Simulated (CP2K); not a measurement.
Input and output of a self-consistent single point for Nb₆GePt (P1, 8 atoms in the cell) (CP2K).

Computed with LDA (Pade form), GPW, DZVP-MOLOPT-SR-GTH basis, GTH-PADE potentials (GTH_POTENTIALS) (CP2K 2026.2).

The change in words: atoms moved at random. Reference geometry:
```
Nb6GePt
1.0
    5.06625     0.00000     0.00000
    0.00000     5.06625     0.00000
    0.00000     0.00000     5.06625
Nb Ge Pt
6 1 1
Cartesian
  0.00000   2.53312   3.79913
  0.00000   2.53312   1.26712
  3.79913   0.00000   2.53312
  1.26712   0.00000   2.53312
  2.53312   3.79913   0.00000
  2.53312   1.26712   0.00000
  0.00000   0.00000   0.00000
  2.53312   2.53312   2.53312
```

Reference input (self-consistent single point, DFT LDA (Pade form), GPW, DZVP-MOLOPT-SR-GTH basis, GTH-PADE potentials (GTH_POTENTIALS)): CUTOFF = 500 Ry; REL_CUTOFF = 40 Ry; SMEAR/METHOD = GAUSSIAN; SIGMA = 0.1 eV; KPOINTS/SCHEME = MONKHORST-PACK 5 5 5; XC_FUNCTIONAL = PADE; Nb/BASIS_SET = DZVP-MOLOPT-SR-GTH; Nb/POTENTIAL = GTH-PADE-q13; Ge/BASIS_SET = DZVP-MOLOPT-SR-GTH; Ge/POTENTIAL = GTH-PADE-q4; Pt/BASIS_SET = DZVP-MOLOPT-SR-GTH; Pt/POTENTIAL = GTH-PADE-q18. This run's input differs from it in these lines:

```diff
@@ -68,10 +68,10 @@
       SCALED
-      Nb       0.00000000     0.50000000     0.74989000
-      Nb       0.00000000     0.50000000     0.25011000
-      Nb       0.74989000     0.00000000     0.50000000
-      Nb       0.25011000     0.00000000     0.50000000
-      Nb       0.50000000     0.74989000     0.00000000
-      Nb       0.50000000     0.25011000     0.00000000
-      Ge       0.00000000     0.00000000     0.00000000
-      Pt       0.50000000     0.50000000     0.50000000
+      Nb      -0.00765100     0.49683100     0.74892400
+      Nb       0.00814400     0.50904200     0.25362700
+      Nb       0.74564800     0.00442700     0.50229000
+      Nb       0.24727700    -0.00443800     0.50110900
+      Nb       0.50483200     0.74150400    -0.01251600
+      Nb       0.50429900     0.25175600     0.00845000
+      Ge      -0.00228300    -0.00651700    -0.00350100
+      Pt       0.49973500     0.50739500     0.50161600
     &END COORD
```

Log, with long lists cut:

```
 SCF WAVEFUNCTION OPTIMIZATION

  Step     Update method      Time    Convergence         Total energy    Change
     1 NoMix/Diag. 0.20E+00      -     1.88853428      -469.6171586961 -4.70E+02
     2 Broy./Diag. 0.20E+00      -     0.12102801      -473.3169392643 -3.70E+00
     3 Broy./Diag. 0.20E+00      -     0.09552269      -470.2080430347  3.11E+00
     4 Broy./Diag. 0.20E+00      -     0.08519697      -467.9508569907  2.26E+00
     5 Broy./Diag. 0.20E+00      -     0.04583840      -467.0360767221  9.15E-01
     6 Broy./Diag. 0.20E+00      -     0.00547104      -467.2683367846 -2.32E-01
   [... 6 lines left out ...]
    13 Broy./Diag. 0.20E+00      -     0.00000352      -467.4865028366  2.13E-04
    14 Broy./Diag. 0.20E+00      -     0.00000286      -467.4864220206  8.08E-05
    15 Broy./Diag. 0.20E+00      -     0.00000103      -467.4863817826  4.02E-05
    16 Broy./Diag. 0.20E+00      -     0.00000030      -467.4863746198  7.16E-06
  *** SCF run converged in    16 steps ***

  Overlap energy of the core charge distribution:               0.00000000005846
  Self energy of the core charge distribution:               -812.99083026738151
  Core Hamiltonian energy:                                    187.67362181088191
  Hartree energy:                                             212.01763757511736
  Exchange-correlation energy:                                -54.18487814553815
  Smearing free energy correction:                             -0.00192559308825
  Fermi energy:                                                 0.54738314527080

  Total energy:                                              -467.48637461978376
  Total energy (extrapolated to sigma->0):                   -467.48541182323964

   [... lines left out ...]

 STRESS| Analytical stress tensor [bar]
 STRESS|                        x                   y                   z
 STRESS|      x       -4.20763528131E+04  -1.86056203374E+03   1.90009028457E+03
 STRESS|      y       -1.86056203374E+03  -3.97507193247E+04   2.30919899982E+03
 STRESS|      z        1.90009028457E+03   2.30919899982E+03  -3.94139646680E+04
 STRESS| 1/3 Trace                                            -4.04136789353E+04
```

The run converged in 16 iterations. Against the reference run the free energy goes up by 5.4 meV/atom, the pressure goes from -4.31 to -4.04 GPa and the largest force goes from 0.325 to 0.503 eV/Å.

The starting cell comes from a database of computed structures (which also holds hypothetical and non-ambient phases and stackings), without a prior relaxation at this level. Its lattice was rescaled by a random factor within 2.5 % of one. For this run, on top of that: atoms moved at random. Spin polarisation is off. Values carry the incompleteness of an atom-centred basis. With a pressure of about -4 GPa the cell is away from its equilibrium volume at this level.

Cost on one core of a shared machine: roughly 2 min.
